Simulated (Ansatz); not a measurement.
GaSe under a change: isotropic strain −1.71 %

The parent structure is GaSe in the beta-GaS type structure (space group P6_3/mmc, No. 194; a = 3.705 Å, c = 15.508 Å; layered, stacked along the Cartesian z axis).

One thing is altered: the cell is scaled by 0.9829 in all directions, atoms relaxed at fixed cell.

The values are results of Kohn–Sham DFT with the PBEsol-D3(BJ) functional, run in Ansatz (an electronic-structure program) with PAW and 420 eV plane waves, no spin-orbit coupling, earlier PAW set, not measurements. Settings: 10×10×3 k-points, 0.05 eV Fermi–Dirac smearing.

| quantity | base | changed | shift |
|---|---|---|---|
| volume per atom | 23.04 Å³ | 21.88 Å³ | -1.16 Å³ |
| space group | P6_3/mmc (No. 194) | P6_3/mmc (No. 194) | – |
| shortest interatomic distance | 2.412 Å | 2.392 Å | -0.020 Å |
| energy relative to the base (free energy F) | 0 meV/atom | +8.4 meV/atom | +8.4 meV/atom |
| pressure (mean of the normal stresses, compression positive) | 0.00 GPa | 2.47 GPa | +2.476 GPa |
| band gap | 0.82 eV | 0.76 eV | -0.06 eV |
| gap character | indirect, Γ → M | indirect, Γ → M | – |
| smallest direct gap | 0.93 eV | 1.20 eV | +0.27 eV |
| mean gap deformation potential ΔEg/Δln V | – | +1.2 eV | – |
| hole mass | 0.075 mₑ along c, 1.5 mₑ across (at Γ) | 0.080 mₑ along c, 2.7 mₑ across (at Γ) | – |
| valence-band top at Γ (three highest levels, from the VBM) | 0.00, -1.24, -1.24 eV | 0.00, -1.13, -1.13 eV | – |
| valley order (the lowest conduction-band minima on the path, energy above the VBM, named in the base's zone) | M (1/2, 0, 0) 0.82 eV; Γ 0.93 eV; K (1/3, 1/3, 0) 1.02 eV | M (1/2, 0, 0) 0.76 eV; K (1/3, 1/3, 0) 0.77 eV; Γ 1.20 eV | – |

Masses are band curvatures over ±0.01 Å⁻¹ around the edge. No phonon test of stability was made.
